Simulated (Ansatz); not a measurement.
KF (Pm-3m, No. 221, 2 atoms in the cell; start mp-8454; another space group than a measured phase of this formula), treated with LDA in Ansatz (plane waves, PAW).

Settings: plane-wave cutoff 520 eV, 10×10×10 k mesh, Fermi–Dirac smearing 0.01 eV, scalar-relativistic PAW data made under PBE.

The cell is the one relaxed with PBEsol. Conventional cell: a = 3.1760 Å, b = 3.1760 Å, c = 3.1760 Å, α = 90.00°, β = 90.00°, γ = 90.00°.

```yaml
crystal:
  lattice:
    - [3.17602, 0.00000, 0.00000]
    - [0.00000, 3.17602, 0.00000]
    - [0.00000, 0.00000, 3.17602]
  atoms:
    - { symbol: K, position: [0.00000, 0.00000, 0.00000] }
    - { symbol: F, position: [0.50000, 0.50000, 0.50000] }
```

### Question
List the 8 lowest band energies at Γ above −25 eV (eV, relative to the valence band maximum), grouping those that round alike.

### Answer
At Γ: -18.55, -9.49 (×3), -0.03 (×3), 6.48.

Note: cell and atoms aren't relaxed at this level (pressure -3.7 GPa).

A start named mp-… is a Materials Project structure, which need not be a measured phase.

Ansatz is a quantum-chemistry and plane-wave program.
